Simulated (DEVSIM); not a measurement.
## abrupt Si p-n junction

Device: abrupt Si p-n junction, at 300 K.

| layer (left to right) | material | thickness (μm) | Nd (cm⁻³) | Na (cm⁻³) | τn (s) | τp (s) |
|---|---|---|---|---|---|---|
| 1 | Si | 0.730 | - | 1.3e18 | 2.4e-5 | 2.4e-5 |
| 2 | Si | 41.0 | 1.1e17 | - | 2.4e-5 | 2.4e-5 |

Left contact: ohmic. Right contact: ohmic. Voltage is applied to the left contact. Recombination: SRH at mid-gap, radiative, Auger. Mobility is μmin + (μ − μmin)/(1 + (N/Nref)^α).

The device is made up for the run: typed textbook-type constants, with dimensions and the other settings drawn at random. Values at 300 K.

```csv
parameter,Si
gap (eV),1.124
affinity (eV),4.05
permittivity,11.7
Nc (cm⁻³),2.86e19
Nv (cm⁻³),3.1e19
μn (cm²/Vs),1417
μp (cm²/Vs),470
"μn,min",52
"μp,min",45
"Nref,n",9.7e16
"Nref,p",2.2e17
αn,0.68
αp,0.72
B (cm³/s),4.7e-15
Cn (cm⁶/s),2.8e-31
Cp (cm⁶/s),9.9e-32
```

DEVSIM, 1D drift-diffusion, Boltzmann statistics, complete ionisation; no tunnelling, impact ionisation, image-force lowering or self-heating.

- Potential step across the device at zero bias: 0.898 V
- Largest field in the device at zero bias: 160000 V/cm
- Dark forward voltage at 1 A/cm²: 0.702 V
- Dark forward voltage at 100 A/cm²: 0.842 V

Dark forward current:

```json
[
 {"V (V)": "0.05", "J (A/cm²)": "5.8e-11"},
 {"V (V)": "0.15", "J (A/cm²)": "1.0e-9"},
 {"V (V)": "0.20", "J (A/cm²)": "5.1e-9"},
 {"V (V)": "0.30", "J (A/cm²)": "1.9e-7"},
 {"V (V)": "0.35", "J (A/cm²)": "1.3e-6"},
 {"V (V)": "0.45", "J (A/cm²)": "5.9e-5"},
 {"V (V)": "0.55", "J (A/cm²)": "0.0028"},
 {"V (V)": "0.60", "J (A/cm²)": "0.020"},
 {"V (V)": "0.70", "J (A/cm²)": "0.93"},
 {"V (V)": "0.80", "J (A/cm²)": "33"},
 {"V (V)": "0.85", "J (A/cm²)": "120"},
 {"V (V)": "0.95", "J (A/cm²)": "610"},
 {"V (V)": "1.00", "J (A/cm²)": "1000"},
 {"V (V)": "1.10", "J (A/cm²)": "2300"}
]
```
